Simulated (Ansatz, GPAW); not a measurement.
A GPAW input for a self-consistent single point of CuAu (P4/mmm, 2 atoms in the cell) (DFT PBE, plane waves, GPAW PAW datasets PBE (gpaw-data 1.0.1)):

```python
from ase import Atoms
from ase.units import GPa
from gpaw import GPAW, PW

atoms = Atoms(['Cu', 'Au'],
              cell=[[2.800000, 0.000000, 0.000000],
                    [0.000000, 2.800000, 0.000000],
                    [0.000000, 0.000000, 3.670000]],
              scaled_positions=[[0.000000, 0.000000, 0.000000],
                                [0.500000, 0.500000, 0.500000]],
              pbc=True)

calc = GPAW(mode=PW(850),
            xc='PBE',
            kpts={'size': (12, 12, 10), 'gamma': True},
            occupations={'name': 'methfessel-paxton', 'width': 0.272, 'order': 0},
            nbands=-8,
            symmetry={'symmorphic': False, 'tolerance': 0.0005},
            maxiter=150,
            txt='-')

atoms.calc = calc

energy = atoms.get_potential_energy()
print('Energy (eV):', round(energy, 6))
forces = atoms.get_forces()
print('Forces (eV/Ang):')
print(forces.round(5))
stress = atoms.get_stress()
print('Stress (GPa, Voigt):', (stress / GPa).round(4))
```

Question: Translate this input to Ansatz (an electronic-structure program).

Answer: One input that does it (others would too):

Ansatz 0.2 input:
```yaml
# CuAu
crystal:
  lattice:
    - [2.800000, 0.000000, 0.000000]
    - [0.000000, 2.800000, 0.000000]
    - [0.000000, 0.000000, 3.670000]
  atoms:
    - { symbol: Cu, position: [0.000000, 0.000000, 0.000000] }
    - { symbol: Au, position: [0.500000, 0.500000, 0.500000] }
kpoints:
  mp_grid: { grid: [12, 12, 10] }
hamiltonian:
  xc: pbe
  pseudopotentials: { kind: paw }
scf:
  occupations: { method: gaussian, width: 0.272 }
output:
  forces: true
  eigenvalues: true
  stress: true
```

Basis, cutoffs, solver keys and any potentials are the target program's own. This input uses DFT, PBE, plane waves, default PAW files. Both were run: pressure 8.67 GPa in GPAW and 6.70 in Ansatz. Ansatz's pressure is the one without its finite-basis correction.

On Ansatz: the starting cell has typed, rounded lattice constants, without a prior relaxation at this level. Spin polarisation is off. With a pressure of about 7 GPa the cell is away from its equilibrium volume at this level.

On GPAW: the starting cell has typed, rounded lattice constants, without a prior relaxation at this level. Spin polarisation is off. With a pressure of about 9 GPa the cell is away from its equilibrium volume at this level.
